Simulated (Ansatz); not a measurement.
# CoSi: point defects

Start from an 8-atom supercell of CoSi (space group P2_13, No. 198; a = 4.386 Å; non-magnetic) at its relaxed geometry.

One neutral defect a cell, atoms relaxed at fixed cell.

Calculations: Kohn–Sham DFT with the PBEsol functional, run in Ansatz (a program for electronic structure) with PAW and 420 eV plane waves, scalar-relativistic without spin-orbit coupling, earlier PAW set.

```tsv
variant	largest displacement of a host atom from its site in the perfect cell	pressure
perfect supercell	–	0.0 GPa
Si on a Co site (antisite), symmetric start	0.09 Å	17.5 GPa
Co vacancy	…	…
Tl on a Si site	0.14 Å	37.2 GPa
Co interstitial (started 1.58 Å from the nearest host atom)	0.43 Å	46.4 GPa
S on a Si site, symmetric start	0.05 Å	5.5 GPa
```

Question: What belongs in the blanks?

Answer: 
- Co vacancy, largest displacement of a host atom from its site in the perfect cell: 0.08 Å
- Co vacancy, pressure: -7.4 GPa

Other magnetic orders, which the real material may have, were not ruled out. The cell is small, so the values are those of an ordered compound at a high defect concentration; dilute-limit values will differ. Defects with a symmetric start kept the site's symmetry and may sit on a saddle; the others started slightly shaken. Starting moments died away, wholly or in part, for Si on a Co site (antisite), the base, Co vacancy and Tl on a Si site and more; another magnetic solution may exist. Spin-polarised in the final run: Si on a Co site (antisite), Co vacancy, Tl on a Si site, Co interstitial (started 1.58 Å from the nearest host atom) and S on a Si site; the other runs are not.
